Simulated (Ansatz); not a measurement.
## Effect of isotropic strain +3.00 % on TlBr

Take TlBr in the CsCl type structure (space group Pm-3m, No. 221; a = 3.9145 Å) as the base.

Now apply this change: an isotropic linear strain of +3.00 %, atoms relaxed at fixed cell.

The values are results of Kohn–Sham DFT with the PBEsol functional, run in Ansatz (an electronic-structure program) with PAW and 420 eV plane waves, spin-orbit coupling left out, not measurements. Settings: 9×9×9 k-points, 0.05 eV Fermi–Dirac smearing.

```tsv
quantity	base	changed	shift
volume per atom	29.99 Å³	32.77 Å³	+2.78 Å³
space group	Pm-3m (No. 221)	Pm-3m (No. 221)	–
shortest interatomic distance	3.390 Å	3.492 Å	+0.102 Å
energy relative to the base (free energy F)	0 meV/atom	+18 meV/atom	+18 meV/atom
pressure	0.00 GPa	-1.90 GPa	-1.895 GPa
band gap	1.59 eV	1.83 eV	+0.24 eV
gap character	direct at X	direct at X	–
mean gap deformation potential ΔEg/Δln V	–	+2.8 eV	–
width of the top valence band	2.22 eV	1.78 eV	-0.445 eV
electron mass	0.14 mₑ along k, 0.20 mₑ across (at X)	0.17 mₑ along k, 0.23 mₑ across (at X)	–
hole mass	0.20 mₑ along k, 0.43 mₑ across (at X)	0.27 mₑ along k, 0.49 mₑ across (at X)	–
valley order (the lowest conduction-band minima on the path, energy above the VBM, named in the base's zone)	X along ⟨100⟩ 1.59 eV; R along ⟨111⟩ 1.81 eV	X along ⟨100⟩ 1.83 eV; R along ⟨111⟩ 2.19 eV	–
```

With Tl present, leaving out spin-orbit coupling can change the band edges. Masses are band curvatures over ±0.01 Å⁻¹ around the edge. Along k means along the line from Γ to the band edge. Whether these cells are dynamically stable was not tested.
